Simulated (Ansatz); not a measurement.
**A self-consistent single point of Mg3Te (I4/mmm, 4 atoms in the cell) with Ansatz (a quantum-chemistry and plane-wave program)**

Method of the run: PBEsol, default PAW files made with PBE (plane waves; Ansatz).

Input:

Ansatz 0.2 input:
```yaml
# Mg3Te
crystal:
  lattice:
    - [-2.139360, 2.139360, 5.282490]
    - [2.139360, -2.139360, 5.282490]
    - [2.139360, 2.139360, -5.282490]
  atoms:
    - { symbol: Mg, position: [0.500000, 0.500000, 0.000000] }
    - { symbol: Mg, position: [0.750000, 0.250000, 0.500000] }
    - { symbol: Mg, position: [0.250000, 0.750000, 0.500000] }
    - { symbol: Te, position: [0.000000, 0.000000, 0.000000] }
basis:
  ecutwfc: 420.0
kpoints:
  mp_grid:
    grid: [9, 9, 9]
    shift: [0.5, 0.5, 0.5]
hamiltonian:
  xc: pbesol
  pseudopotentials:
    kind: paw
scf:
  occupations:
    method: cold
    width: 0.05
output:
  forces: true
  eigenvalues: true
  stress: true
```

Output (repeated stretches shortened):

```
WARN ansatz: RAYON_NUM_THREADS=1 ignored (pool sized by the plan → 1); use --threads N
basis.fft_grid_basis auto: the FFT boxes are laid along the combinations [[1, 0, 1], [0, 1, 1], [0, 0, 1]] of the cell's own vectors, 4.279, 4.279 and 6.088 Å …
Pseudopotentials: kind: paw
Pseudopotential: Mg, paw, valence charge 10
Pseudopotential: Te, paw, valence charge 16
Crystal: 4 atoms, lattice volume = 96.709 Å³
Basis set: ecut = 420 eV, 1897 PW (Γ), FFT grids on a1+a3, a2+a3, a3, exchange–correlation on 60×60×90 points (8 copies of the dense FFT grid, shifted against one another)
Bands: 28, of which v1, the nominal top of the filled ones, is band 23 counted from 1 (22 counted from 0)
Symmetry: 16 space group operations
Space group: I4/mmm (ITA 139), of the structure as read, at distance tolerance 4.6e-5 Å
k-points: 75 of 729
PAW frozen core: Mg, regenerated for the run's functional, and the local potential with it
PAW frozen core: Te, regenerated for the run's functional, and the local potential with it
Initial density: superposition of atomic densities (neutral atoms: chi_scale 0, normalization atom), corrected by the library's trained network
Initial wavefunctions: pseudopotential atomic-orbital guess
Eigensolver: davidson
Functional: x = pbesol(κ = 0.804, μ = 0.12345679012345678), c = pbesol(β = 0.046)
SCF iter   1: F=—  HF=-12638.382806 eV  |F-HF|=—  |Δ(HF+E_count)|=         —  Δρ=2.67e-3  dr2=8.77e-3  ethr=1.77e-3  ⟨swp⟩=6.7  Hψ=9582  notcnv=0
all-band conjugate gradients solve this SCF's bands
preconditioner: auto → Kerker (q_TF=auto, 2.410 Å⁻¹)
SCF iter   2: F=—  HF=-12638.378383 eV  |F-HF|=—  |Δ(HF+E_count)|=   4.42e-3  S|Δr|=    0.00e0  Δρ=1.52e-3  dr2=3.80e-3  ethr=1.91e-5  ⟨swp⟩=2.2  Hψ=3687  notcnv=0  defer=1
SCF iter   3: F=—  HF=-12638.377171 eV  |F-HF|=—  |Δ(HF+E_count)|=   1.21e-3  S|Δr|=    0.00e0  Δρ=4.21e-4  dr2=4.82e-4  ethr=8.26e-6  ⟨swp⟩=2.0  Hψ=2752  notcnv=0  defer=1
SCF iter   4: F=—  HF=-12638.377044 eV  |F-HF|=—  |Δ(HF+E_count)|=   1.27e-4  S|Δr|=    0.00e0  Δρ=1.72e-4  dr2=6.56e-5  ethr=1.05e-6  ⟨swp⟩=2.0  Hψ=2866  notcnv=0  defer=1
SCF iter   5: F=—  HF=-12638.377022 eV  |F-HF|=—  |Δ(HF+E_count)|=   2.13e-5  S|Δr|=    0.00e0  Δρ=7.30e-5  dr2=9.64e-6  ethr=1.43e-7  ⟨swp⟩=2.0  Hψ=2854  notcnv=0  defer=1
SCF iter   6: F=—  HF=-12638.377020 eV  |F-HF|=—  |Δ(HF+E_count)|=   2.86e-6  S|Δr|=    0.00e0  Δρ=1.06e-5  dr2=1.59e-7  ethr=2.10e-8  ⟨swp⟩=2.0  Hψ=2493  notcnv=0  defer=1
SCF iter   7: F=-12638.377019 eV  HF=-12638.377020 eV  |F-HF|=2.61e-8  |Δ(HF+E_count)|=   6.33e-8  S|Δr|=    0.00e0  Δρ=4.88e-6  dr2=2.30e-8  ethr=2.17e-10  ⟨swp⟩=8.8  Hψ=10071  notcnv=0
SCF 1 converged in 7 iterations: F = -12638.377019 eV  dr2 = 2.30e-8
SCF converged after 7 iterations
Stability not checked (fill_not_monotonic)
Free energy (F): -12638.377019 eV
Harris-Foulkes:  -12638.377020 eV  (|F-HF|=2.61e-8)
Internal energy: -12638.377105 eV  (E = F + TS)
E sigma→0 (E₀):  -12638.377048 eV
Entropy (-TS):   0.000086 eV (0.021 meV/atom)
Fermi energy:    7.626376 eV
--- Per-component energies (eV) ---
  E_band       = -1309.223746
  E_kinetic    = 406.529395
  E_local      = -5976.275577  (includes V_loc(G=0)·N_el)
  E_nonlocal   = -18.176367
  E_hartree    = 2478.488708
  E_xc         = -208.437114
  E_vxc        = -214.503614  (∫ρ·V_xc dr)
  E_paw        = -5429.951778  (= ΣΔE_a)
  E_vpaw       = -463.780185  (= ΣTr[D̂ρ^β])
  E_aug_tail   = -0.000194  (compensation charges beyond the density's cutoff)
  E_ewald      = -3891.105580
  E_core_change = 0.551402  (= ΣΔE_core)
  E_smearing   = 0.000086  (= −TS)
  E_closure    = -0.000000  (closes the sum)
  Σ components = -12638.377019   (vs F -12638.377019, Δ=0.00e0)
--- Forces (eV/Å), atoms counted from 1 ---
  atom   1  Mg    -0.00000000     0.00000000    -0.00000000
   [... zero for the other atoms too ...]
  max |Σ_I F_I| component: 4.86e-17 eV/Å
--- Stress (GPa, compression-positive) ---
       -1.051394      -0.000000      -0.000000
       -0.000000      -1.051394       0.000000
       -0.000000      -0.000000      -1.023795
  P = ⅓ Tr σ = -1.0422 GPa (-10.422 kbar)
  The stress holds the Pulay correction. Without it, at fixed plane waves, as pw.x and ABINIT print it: P = -1.0538 GPa
--- Band table (eV; the first three rows and the last of 75) ---
  k-point 0: bands = ["-68.6837", "-68.4180", "-68.4143", "-35.6377", "-35.6376", "-35.6008", "-35.3730", "-35.3682", "-35.3673", "-35.3635", "-35.3434", "-35.3396", "-29.6422", "-29.6369", "-29.6259", "-29.6239", "-29.6239", "-4.5617", "2.9163", [...]
  k-point 1: bands = ["-68.6837", "-68.4174", "-68.4149", "-35.6378", "-35.6378", "-35.6008", "-35.3722", "-35.3690", "-35.3682", "-35.3548", "-35.3524", "-35.3389", "-29.6424", "-29.6361", "-29.6256", "-29.6240", "-29.6240", "-4.3084", "2.6095", [...]
  k-point 2: bands = ["-68.6837", "-68.4167", "-68.4156", "-35.6379", "-35.6379", "-35.6007", "-35.3713", "-35.3699", "-35.3692", "-35.3625", "-35.3448", "-35.3381", "-29.6427", "-29.6353", "-29.6253", "-29.6241", "-29.6241", "-4.0072", "2.3628", [...]
  k-point 74: bands = ["-68.6837", "-68.4182", "-68.4141", "-35.6376", "-35.6376", "-35.6007", "-35.3735", "-35.3679", "-35.3669", "-35.3669", "-35.3399", "-35.3399", "-29.6422", "-29.6372", "-29.6260", "-29.6239", "-29.6239", "-4.5400", "1.1802", [...]
```

The run converged in 7 iterations.

The starting cell comes from a database of computed structures (which also holds hypothetical and non-ambient phases and stackings), without a prior relaxation at this level. Spin-orbit coupling is off. Ansatz's pressure includes its estimate of the finite-basis (Pulay) stress. The run gives no clean gap (levels at the Fermi energy touch, overlap or are partly filled at this smearing), which alone does not show that the compound is a metal.
